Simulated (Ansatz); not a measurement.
CdS: isotropic strain −2.50 %

Base system: CdS in the zinc blende structure (space group F-43m, No. 216; a = 5.757 Å).

Now apply this change: the cell is scaled by 0.9750 in all directions, atoms relaxed at fixed cell.

Method: plane-wave PAW DFT at the LDA level (Ansatz, an electronic-structure program, 420 eV), spin-orbit coupling left out. k-mesh 10×10×10 (Γ-centred); smearing 0.05 eV (Fermi–Dirac).

The volume per atom drops by 1.744 Å³ to 22.10 Å³ and the energy goes up by 31 meV/atom. The pressure goes from zero to 6.15 GPa and the band gap goes up by 0.15 eV to 1.10 eV. The gap character is still direct at Γ and the mean gap deformation potential ΔEg/Δln V is -2.0 eV. The width of the top valence band rises by 0.293 eV, from 2.38 eV to 2.68 eV and the electron mass becomes 0.12 mₑ (at Γ) (base: 0.10 mₑ (at Γ)). The hole mass (degenerate bands, along [100]) changes from 0.11, 0.71, 0.71 mₑ (at Γ) to 0.12, 0.64, 0.64 mₑ (at Γ).

Cost of the whole job for the changed cell (relaxation, final SCF and bands): around 13 core-seconds (rough).

Effective masses come from finite differences of ±0.01 Å⁻¹. No phonon test of stability was made.
